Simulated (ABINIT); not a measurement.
Input and output of a self-consistent single point for ZrGeS (P4/nmm, 6 atoms in the cell) (ABINIT).

Method of the run: PBEsol, PAW (JTH v2.0 PBE PAW, files made for PBE) (plane waves; ABINIT).

The change in words: lattice scaled by 0.98. Reference geometry:
```
CELL_PARAMETERS angstrom
      3.54845     0.00000     0.00000
      0.00000     3.54845     0.00000
      0.00000     0.00000     7.87235
ATOMIC_POSITIONS crystal
  Zr 0.00000 0.50000 0.72519
  Zr 0.50000 0.00000 0.27481
  Ge 0.50000 0.50000 0.00000
  Ge 0.00000 0.00000 0.00000
  S  0.00000 0.50000 0.37856
  S  0.50000 0.00000 0.62144
```

Reference input (self-consistent single point, DFT, PBEsol, plane waves, PAW (JTH v2.0 PBE PAW, files made for PBE)): pseudos = [Zr.GGA_PBE-JTH.xml, Ge.GGA_PBE-JTH.xml, S.GGA_PBE-JTH.xml]; ecut = 21 Ha; pawecutdg = 42 Ha; pawxcdev = 0; ixc = -116133; occopt = 3; tsmear = 0.136 eV; ngkpt = 7 7 3; nshiftk = 1; shiftk = 0 0 0; potentials = JTH v2.0 PBE PAW; nband = 41. This run's input differs from it in these lines:

```diff
@@ -5,5 +5,5 @@
 rprim
-         6.7055986669    0.0000000000    0.0000000000
-         0.0000000000    6.7055986669    0.0000000000
-         0.0000000000    0.0000000000   14.8765873469
+         6.5714866936    0.0000000000    0.0000000000
+         0.0000000000    6.5714866936    0.0000000000
+         0.0000000000    0.0000000000   14.5790556378
 natom 6
```

Output (repeated stretches shortened):

```
--- !BeginCycle
solver: {iscf: 17, nstep: 80, nline: 4, wfoptalg: 10, }
tolerances: {tolvrs: 1.00E-10, }
...

     iter   Etot(hartree)      deltaE(h)  residm     nres2
 ETOT  1  -306.30654021624    -3.063E+02 1.139E+00 1.614E+01
 ETOT  2  -306.99276084529    -6.862E-01 1.469E-01 3.498E+00
 ETOT  3  -306.99067726890     2.084E-03 8.526E-02 8.785E-01
 ETOT  4  -306.99148487448    -8.076E-04 3.065E-02 8.230E-02
 ETOT  5  -306.99061273402     8.721E-04 1.834E-02 2.311E-03
   [... 6 lines left out ...]
 ETOT 12  -306.99083106843     3.719E-10 6.401E-04 1.143E-08
 ETOT 13  -306.99083106842     1.006E-11 7.123E-04 2.403E-09
 ETOT 14  -306.99083106841     1.307E-11 4.858E-04 2.206E-10
 ETOT 15  -306.99083106841    -9.095E-13 4.508E-04 1.745E-11
 At SCF step   15       nres2   =  1.74E-11 < tolvrs=  1.00E-10 =>converged.

 Cartesian components of stress tensor (hartree/bohr^3)
  sigma(1 1)= -5.88651538E-04  sigma(3 2)=  0.00000000E+00
  sigma(2 2)= -5.88651538E-04  sigma(3 1)=  0.00000000E+00
  sigma(3 3)= -6.00562103E-04  sigma(2 1)=  0.00000000E+00

 ----iterations are completed or convergence reached----

 reduced coordinates (array xred) for    6 atoms
       0.000000000000      0.500000000000      0.725190000000
       0.500000000000      0.000000000000      0.274810000000
       0.500000000000      0.500000000000      0.000000000000
       0.000000000000      0.000000000000      0.000000000000
       0.000000000000      0.500000000000      0.378560000000
       0.500000000000      0.000000000000      0.621440000000
 cartesian forces (eV/Angstrom) at end:
   [... lines left out ...]
 Fermi (or HOMO) energy (hartree) =   0.49058   Average Vxc (hartree)=  -0.44315
   [... lines left out ...]
'-kT*entropy'       : -2.72684193340782E-03
total_energy        : -3.06990832833983E+02
total_energy_eV     : -8.35364539374660E+03
...

-Cartesian components of stress tensor (GPa)         [Pressure=  1.7436E+01 GPa]
- sigma(1 1)= -1.73187233E+01  sigma(3 2)=  0.00000000E+00
- sigma(2 2)= -1.73187233E+01  sigma(3 1)=  0.00000000E+00
- sigma(3 3)= -1.76691441E+01  sigma(2 1)=  0.00000000E+00

 Calculation completed.
```

The run converged in 15 iterations. Against the reference run the free energy rises by 73.8 meV/atom, the pressure goes from 6.45 to 17.44 GPa and the largest force goes from 0.329 to 0.483 eV/Å.

The starting cell comes from a database of computed structures (which also holds hypothetical and non-ambient phases and stackings), without a prior relaxation at this level. Its lattice was rescaled by a random factor within 2.5 % of one. For this run, on top of that: lattice scaled by 0.98. The potentials were made for another functional than the one used. With a pressure of about 17 GPa the cell is away from its equilibrium volume at this level.

Cost on one core of a shared machine: roughly 2 min.
